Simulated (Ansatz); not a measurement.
A self-consistent single point of the (001) slab of Sc3SnB (cut from a parent of space group no. 221; 10 atoms in the cell) with Ansatz (a first-principles code).

Level of theory: PBEsol, default PAW files made with PBE (plane waves; Ansatz).

```yaml
crystal:
  lattice:
    - [4.64001, 0.00000, 0.00000]
    - [0.00000, 4.64001, 0.00000]
    - [0.00000, 0.00000, 20.96000]
  atoms:
    - { symbol: Sc, position: [0.50000, 0.00000, 0.33397] }
    - { symbol: Sc, position: [0.00000, 0.50000, 0.33397] }
    - { symbol: Sc, position: [0.50000, 0.50000, 0.44466] }
    - { symbol: Sn, position: [0.00000, 0.00000, 0.44466] }
    - { symbol: B, position: [0.50000, 0.50000, 0.33397] }
    - { symbol: Sc, position: [0.50000, 0.00000, 0.55534] }
    - { symbol: Sc, position: [0.00000, 0.50000, 0.55534] }
    - { symbol: Sc, position: [0.50000, 0.50000, 0.66603] }
    - { symbol: Sn, position: [0.00000, 0.00000, 0.66603] }
    - { symbol: B, position: [0.50000, 0.50000, 0.55534] }
```

Reference input (self-consistent single point, DFT, PBEsol, plane waves, default PAW files made with PBE): basis.ecutwfc = 30.9 Ry; kpoints.mp_grid.grid = 5 5 1; hamiltonian.xc = pbesol; hamiltonian.pseudopotentials = {kind: paw} (the program's default PAW files); scf.occupations.method = fermi_dirac; scf.occupations.width = 0.0073 Ry. This run's input differs from it in these lines:

Ansatz 0.2 input:
```diff
@@ -18,3 +18,3 @@
 basis:
-  ecutwfc: 30.9 Ry
+  ecutwfc: 26.1 Ry
 kpoints:
```

Log, with long lists cut:

```
SCF iter   1: F=—  HF=-24875.519758 eV  |F-HF|=—  |Δ(HF+E_count)|=         —  Δρ=4.99e-3  dr2=1.77e0  ethr=1.77e-3  ⟨swp⟩=7.5  Hψ=1521  notcnv=0
all-band conjugate gradients solve this SCF's bands
preconditioner: auto → LDOS
SCF iter   2: F=—  HF=-24875.473681 eV  |F-HF|=—  |Δ(HF+E_count)|=   4.61e-2  Δρ=2.24e-3  dr2=3.32e-1  ethr=1.77e-3  ⟨swp⟩=2.3  Hψ=459  notcnv=0
   [... lines left out ...]
SCF iter   6: F=—  HF=-24875.461507 eV  |F-HF|=—  |Δ(HF+E_count)|=   3.49e-5  Δρ=4.46e-5  dr2=1.99e-5  ethr=3.86e-8  ⟨swp⟩=2.0  Hψ=602  notcnv=0
SCF iter   7: F=—  HF=-24875.461508 eV  |F-HF|=—  |Δ(HF+E_count)|=   8.57e-7  Δρ=1.49e-5  dr2=3.80e-6  ethr=1.99e-8  ⟨swp⟩=2.0  Hψ=562  notcnv=0
SCF iter   8: F=—  HF=-24875.461510 eV  |F-HF|=—  |Δ(HF+E_count)|=   1.42e-6  Δρ=5.39e-6  dr2=1.85e-7  ethr=3.80e-9  ⟨swp⟩=2.3  Hψ=510  notcnv=0
SCF iter   9: F=-24875.461510 eV  HF=-24875.461510 eV  |F-HF|=3.16e-8  |Δ(HF+E_count)|=   8.23e-8  Δρ=1.80e-6  dr2=5.05e-8  ethr=1.00e-10  ⟨swp⟩=9.5  Hψ=1520  notcnv=0
SCF 1 converged in 9 iterations: F = -24875.461510 eV  dr2 = 5.05e-8
Free energy (F): -24875.461510 eV
Internal energy: -24875.244727 eV  (E = F + TS)
E sigma→0 (E₀):  -24875.353118 eV
Entropy (-TS):   -0.216783 eV (-21.678 meV/atom)
Fermi energy:    2.459301 eV
--- Forces (eV/Å), atoms counted from 1 ---
  atom   1  Sc     0.00000000     0.00000000     0.34194790
  atom   2  Sc     0.00000000     0.00000000     0.34194790
  atom   3  Sc    -0.00000000     0.00000000    -0.26461037
  atom   4  Sn    -0.00000000     0.00000000    -0.24519121
  atom   5  B     -0.00000000     0.00000000    -0.03188822
  atom   6  Sc     0.00000000    -0.00000000     0.29097356
  atom   7  Sc     0.00000000     0.00000000     0.29097356
  atom   8  Sc    -0.00000000    -0.00000000    -0.15362580
  atom   9  Sn    -0.00000000    -0.00000000    -0.89717788
  atom  10  B      0.00000000     0.00000000     0.32666217
--- Stress (GPa, compression-positive) ---
       -2.054559      -0.000000      -0.000000
       -0.000000      -2.054559      -0.000000
       -0.000000      -0.000000      -1.520437
  P = ⅓ Tr σ = -1.8765 GPa (-18.765 kbar)
  The stress holds the Pulay correction. Without it, at fixed plane waves, as pw.x and ABINIT print it: P = -1.9518 GPa
```

The run converged in 9 iterations. Against the reference run the free energy goes up by 2.2 meV/atom and the largest force stays at 0.897 eV/Å.

The starting cell comes from a database of computed structures (which also holds hypothetical and non-ambient phases and stackings), without a prior relaxation at this level. The slab is cut from that crystal, and its faces are unrelaxed. Its lattice was rescaled by up to half a per cent. Spin polarisation is off, though cut faces can carry moments; the slab shows no gap. The two faces of this cut differ, and no dipole correction was used. The cutoff lies below the one recommended for these files.
